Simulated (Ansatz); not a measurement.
The reference is NiSi (space group Pnma, No. 62; a = 5.123 Å, b = 3.342 Å, c = 5.568 Å; non-magnetic).

Method: r2SCAN/PAW in Ansatz (a quantum-chemistry and plane-wave program), no spin-orbit coupling, earlier PAW set.

One change was made to it. Results:

| quantity | base | after |
|---|---|---|
| shortest interatomic distance | 2.265 Å | 2.245 Å |
| band gap | zero | zero |

Q: Which change produced these results?
A) pressure 7.5 GPa
B) pressure 0.3 GPa
C) pressure −1 GPa

A: A, pressure 7.5 GPa. For comparison, the shortest interatomic distance in the other runs: pressure 0.3 GPa gives 2.264 Å; pressure −1 GPa gives 2.268 Å.

Load acts through the strain it causes; cell and atoms are relaxed under it. No phonon test of stability was made. Competing high-pressure phases were not computed. Seeded moments were not kept for the base. The final runs are not spin-polarised.
